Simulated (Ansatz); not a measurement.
## Ca₃SbN (Pm-3m, No. 221; start mp-1013548): smallest direct gap on the k points sampled by level of theory

No measured value is used here.

```
level (code)           value (eV)
--------------------  -----------
LDA (Ansatz)                 0.32
PBEsol+SOC (Ansatz)          0.22
HSE06+SOC (Ansatz)           0.93
PBE0 (Ansatz)                   …
G0W0@PBEsol (Ansatz)  1.16 ± 0.02
```

Complete the blanks.


- PBE0 (Ansatz, a quantum-chemistry and plane-wave program), value (eV): 1.66

Computed values are for a static lattice. Spin–orbit coupling is included only where a level's name says +SOC; with heavier elements it mostly lowers gaps and can invert bands.  A ± on a computed value is a rough bar: the spread of its extrapolation, a floor set from checks against published values, or a statistical error. G0W0@PBEsol: a quasiparticle level at a band edge is in doubt. Values are at the PBEsol cell. Cutoffs and k meshes differ between the levels. Ansatz's density-functional and Hartree–Fock values are scalar-relativistic unless marked +SOC, with PAW data made under PBE.

A start named mp-… is a Materials Project structure, which can be a computed phase never made.
